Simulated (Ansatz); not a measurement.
```
CELL_PARAMETERS angstrom
      3.04283     0.00000     0.00000
      1.52141     2.63516     0.00000
      0.00000     0.00000     5.04853
ATOMIC_POSITIONS crystal
  Al 0.33333 0.33333 0.99973
  Al 0.66667 0.66667 0.49973
  N  0.33333 0.33333 0.37507
  N  0.66667 0.66667 0.87507
```

No spin polarisation.

The values are results of PBEsol (Ansatz, a first-principles code, PAW, without spin-orbit coupling), not measurements. Γ-centred 12×12×7 mesh, Fermi–Dirac width 0.05 eV.

Problem. Predict the space group.

Solution. P6_3mc (No. 186).

Problem. Estimate the electron mass.

Solution. 0.28 mₑ out of plane, 0.32 mₑ in plane (at Γ).

Problem. What is the computed band gap?

Solution. 4.45 eV.

Problem. What is the computed valence-band top at Γ (three highest levels, from the VBM)?

Solution. 0.00, 0.00, -0.11 eV.

The cells carry an imposed strain or load. Masses are band curvatures over ±0.01 Å⁻¹ around the edge. Whether these cells are dynamically stable was not tested. The cell was made from AlN in the wurtzite structure (space group P6_3mc, No. 186) by this change: biaxial strain −2.28 %, plane normal [001], relaxed out of plane.
